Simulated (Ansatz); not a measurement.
Here is the system:

```yaml
crystal:
  lattice:
    - [0.00000, 2.69846, 2.69846]
    - [2.69846, 0.00000, 2.69846]
    - [2.69846, 2.69846, 0.00000]
  atoms:
    - { symbol: Si, position: [0.25000, 0.25000, 0.25000] }
    - { symbol: Si, position: [0.00000, 0.00000, 0.00000] }
```

Method: PBEsol with spin-orbit coupling, rigid bands (plane waves, PAW; Ansatz, a program for electronic structure). Condition of this run: hydrostatic pressure 2 GPa (the target of the relaxation). How the cell was made: cell and atoms relaxed with PBEsol, then loaded as said.

Q: Predict the hole conductivity mass (n e² τ/σ) at 300 K, by direction if it differs.

A: 0.35 mₑ.

Q: What conductivity effective mass do dilute electrons have at 300 K?

A: 0.28 mₑ.

Q: And the band gap?

A: 0.41 eV at this level; semilocal functionals usually fall short of the measured gap.

Rigid bands, one relaxation time for all states, no polarons.
